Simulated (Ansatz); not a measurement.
Report: zincblende BAs (F-43m), biaxial stress in the (111) plane

Cell and atoms are relaxed with PBEsol to each stress (compression positive); bands and masses by r2SCAN with spin-orbit coupling, rigid bands (plane waves, PAW; Ansatz, an electronic-structure program). Strains are changes of length against the unloaded cell.

Space group F-43m (No. 216); a = b = c = 4.7679 Å, α = β = γ = 90.00°

```tsv
atom	site	symmetry	x	y	z
B	4a	-43m	0.0000	0.0000	0.0000
As	4d	-43m	0.7500	0.7500	0.7500
```
(The calculation used a cell of 2 atoms; values per cell refer to that cell.)

```json
[
 {"stress (GPa)": "-12.80", "strain [111] (%)": "-0.90", "strain [1−10] (%)": "4.17", "gap (eV)": "1.141", "mean mₑ*": "0.34"},
 {"stress (GPa)": "-6.40", "strain [111] (%)": "-0.43", "strain [1−10] (%)": "1.87", "gap (eV)": "1.236", "mean mₑ*": "0.31"},
 {"stress (GPa)": "-3.20", "strain [111] (%)": "-0.21", "strain [1−10] (%)": "0.90", "gap (eV)": "1.273", "mean mₑ*": "0.30"},
 {"stress (GPa)": "0", "strain [111] (%)": "0", "strain [1−10] (%)": "0", "gap (eV)": "1.300", "mean mₑ*": "0.30"},
 {"stress (GPa)": "3.20", "strain [111] (%)": "0.20", "strain [1−10] (%)": "-0.83", "gap (eV)": "1.247", "mean mₑ*": "0.30"},
 {"stress (GPa)": "6.40", "strain [111] (%)": "0.40", "strain [1−10] (%)": "-1.61", "gap (eV)": "1.184", "mean mₑ*": "0.30"},
 {"stress (GPa)": "9.60", "strain [111] (%)": "0.58", "strain [1−10] (%)": "-2.33", "gap (eV)": "1.111", "mean mₑ*": "0.31"}
]
```

[111] is the normal of the loaded plane; [11−2] strains as [1−10]. Masses are conductivity masses at 300 K in electron masses, harmonic means over x, y and z.

From the two loads next to zero, find the biaxial modulus and the ratio of out-of-plane to in-plane strain.

Between -3.20 and 3.20 GPa the strain along [1−10] changes by -1.73 % and that along [111] by 0.41 %. The modulus is 6.40/0.0173 = 370 GPa and the ratio of the strains 0.24 (PBEsol, atoms relaxed).

Is the response still linear at the largest tension?

The modulus predicts 3.46 % at -12.80 GPa; the table has 4.17 %, so the crystal is softer there.

How fast does the gap move on either side of zero load?

Under tension, (1.236 − 1.300) eV over -6.40 GPa = 10 meV/GPa, or about -3.4 eV per unit strain; under compression, (1.247 − 1.300) eV over 3.20 GPa = -17 meV/GPa, or about 6.4 eV per unit strain. The two slopes part by 27 meV/GPa; gaps are resolved to about 0.01 eV, which allows 5 meV/GPa, so they differ, even in sign: the gap has a turning point near zero load.

Masses are those of dilute carriers in rigid bands with one relaxation time, without polarons. Third decimals of gaps are kept for the arithmetic. Every relaxation keeps the zincblende phase (space group R3m under this load), so a transition, a distortion that breaks the symmetry or fracture can't show.
